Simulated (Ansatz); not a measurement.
A self-consistent single point of Rh2MgTe4 (Fd-3m, 14 atoms in the cell) with Ansatz (a first-principles code).

Method: revPBE, default PAW files made with PBE (plane waves; Ansatz).

```yaml
crystal:
  lattice:
    - [0.00000, 5.99517, 5.99517]
    - [5.99517, 0.00000, 5.99517]
    - [5.99517, 5.99517, 0.00000]
  atoms:
    - { symbol: Rh, position: [0.12500, 0.12500, 0.12500] }
    - { symbol: Rh, position: [0.62500, 0.12500, 0.12500] }
    - { symbol: Rh, position: [0.12500, 0.62500, 0.12500] }
    - { symbol: Rh, position: [0.12500, 0.12500, 0.62500] }
    - { symbol: Mg, position: [0.75000, 0.75000, 0.75000] }
    - { symbol: Mg, position: [0.50000, 0.50000, 0.50000] }
    - { symbol: Te, position: [0.36260, 0.36260, 0.36260] }
    - { symbol: Te, position: [0.91220, 0.36260, 0.36260] }
    - { symbol: Te, position: [0.36260, 0.91220, 0.36260] }
    - { symbol: Te, position: [0.36260, 0.36260, 0.91220] }
    - { symbol: Te, position: [0.88740, 0.88740, 0.88740] }
    - { symbol: Te, position: [0.33780, 0.88740, 0.88740] }
    - { symbol: Te, position: [0.88740, 0.33780, 0.88740] }
    - { symbol: Te, position: [0.88740, 0.88740, 0.33780] }
```

Reference input (self-consistent single point, DFT, revPBE, plane waves, default PAW files made with PBE): basis.ecutwfc = 420 eV; kpoints.mp_grid.grid = 3 3 3; hamiltonian.xc = revpbe; hamiltonian.pseudopotentials = {kind: paw} (the program's default PAW files); scf.occupations.method = fermi_dirac; scf.occupations.width = 0.1 eV. This run's input differs from it in these lines:

Ansatz 0.2 input:
```diff
@@ -28,3 +28,3 @@
 scf:
-  occupations: { method: fermi_dirac, width: 0.1 }
+  occupations: { method: fermi_dirac, width: 0.025 }
 output:
```

Log, with long lists cut:

```
SCF iter   1: F=—  HF=-85379.280179 eV  |F-HF|=—  |Δ(HF+E_count)|=         —  Δρ=6.97e-3  dr2=1.04e-1  ethr=1.77e-3  ⟨swp⟩=6.2  Hψ=1930  notcnv=0  defer=17
all-band conjugate gradients solve this SCF's bands
preconditioner: auto → Resta (q_TF=auto, 2.432 Å⁻¹)
SCF iter   2: F=—  HF=-85379.270855 eV  |F-HF|=—  |Δ(HF+E_count)|=   9.32e-3  Δρ=3.10e-3  dr2=4.63e-2  ethr=4.82e-5  ⟨swp⟩=2.2  Hψ=808  notcnv=0  defer=56
   [... lines left out ...]
SCF iter   6: F=—  HF=-85379.267537 eV  |F-HF|=—  |Δ(HF+E_count)|=   1.67e-4  Δρ=7.50e-5  dr2=4.27e-5  ethr=6.13e-8  ⟨swp⟩=2.0  Hψ=717  notcnv=0  defer=56
SCF iter   7: F=—  HF=-85379.268031 eV  |F-HF|=—  |Δ(HF+E_count)|=   4.95e-4  Δρ=2.96e-5  dr2=4.11e-6  ethr=1.98e-8  ⟨swp⟩=2.0  Hψ=641  notcnv=0  defer=56
SCF iter   8: F=—  HF=-85379.268042 eV  |F-HF|=—  |Δ(HF+E_count)|=   1.00e-5  Δρ=1.03e-5  dr2=4.26e-7  ethr=1.90e-9  ⟨swp⟩=2.0  Hψ=825  notcnv=0  defer=56
SCF iter   9: F=-85379.268042 eV  HF=-85379.268042 eV  |F-HF|=2.73e-8  |Δ(HF+E_count)|=   9.23e-7  Δρ=2.51e-6  dr2=2.09e-8  ethr=4.63e-11  ⟨swp⟩=12.2  Hψ=2726  notcnv=0
SCF 1 converged in 9 iterations: F = -85379.268042 eV  dr2 = 2.09e-8
Free energy (F): -85379.268042 eV
Internal energy: -85379.267805 eV  (E = F + TS)
E sigma→0 (E₀):  -85379.267924 eV
Entropy (-TS):   -0.000237 eV (-0.017 meV/atom)
Fermi energy:    8.094791 eV
--- Forces (eV/Å), atoms counted from 1 ---
  atom   1  Rh     0.00000000    -0.00000000    -0.00000000
  atom   2  Rh     0.00000000    -0.00000000     0.00000000
  atom   3  Rh     0.00000000     0.00000000    -0.00000000
  atom   4  Rh     0.00000000    -0.00000000    -0.00000000
  atom   5  Mg     0.00000000    -0.00000000    -0.00000000
  atom   6  Mg    -0.00000000     0.00000000    -0.00000000
  atom   7  Te    -0.87807032    -0.87807032    -0.87807032
  atom   8  Te    -0.87807032     0.87807032     0.87807032
   [... lines left out ...]
  atom  14  Te    -0.87807032    -0.87807032     0.87807032
--- Stress (GPa, compression-positive) ---
       -6.800624      -0.000000      -0.000000
       -0.000000      -6.800624       0.000000
        0.000000       0.000000      -6.800624
  P = ⅓ Tr σ = -6.8006 GPa (-68.006 kbar)
  The stress holds the Pulay correction. Without it, at fixed plane waves, as pw.x and ABINIT print it: P = -6.8325 GPa
```

The run converged in 9 iterations. Against the reference run the free energy goes up by 2.6 meV/atom, the pressure moves little (-6.74 to -6.80 GPa) and the largest force goes from 1.504 to 1.521 eV/Å.

The starting cell was generated: these elements placed on a structure prototype, without a prior relaxation; it need not be a known phase or ordering of this composition. With a pressure of about -7 GPa the cell is away from its equilibrium volume at this level. Forces in this geometry exceed 1 eV/Å. Ansatz's pressure includes its estimate of the finite-basis (Pulay) stress.
